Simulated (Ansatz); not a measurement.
Formation energy of the bound charge states of C on the N site in metastable zinc-blende AlN (start: the N site; 64-site cell, 2×2×2 shifted sampling) against the Fermi level, Al-rich (Δμ(N) = -2.69 eV, Δμ(C) = -0.21 eV, bounded by Al4C3 (R-3m); only phases computed here count, gases as isolated molecules at 0 K). Method: PBE, PAW (plane waves to 420 eV; Ansatz, an electronic-structure program).

Set-up: 64-site cell; 2×2×2 shifted k-points; host gap 3.31 eV; charged states image-corrected; finite-size errors of tenths of an eV; flagged in the runs: a doubtful potential alignment.

```csv
E_F − E_VBM (eV),q = +1,q = 0,q = −1
0.00,2.05,2.34,3.37
0.41,2.47,2.34,2.96
0.83,2.88,2.34,2.55
1.24,3.30,2.34,2.13
1.66,3.71,2.34,1.72
2.07,4.12,2.34,1.30
2.48,4.54,2.34,0.89
2.90,4.95,2.34,0.48
3.31,5.37,2.34,0.06
```

Crossings of the lowest lines: (+1/0) at 0.28 eV; (0/−1) at 1.04 eV.
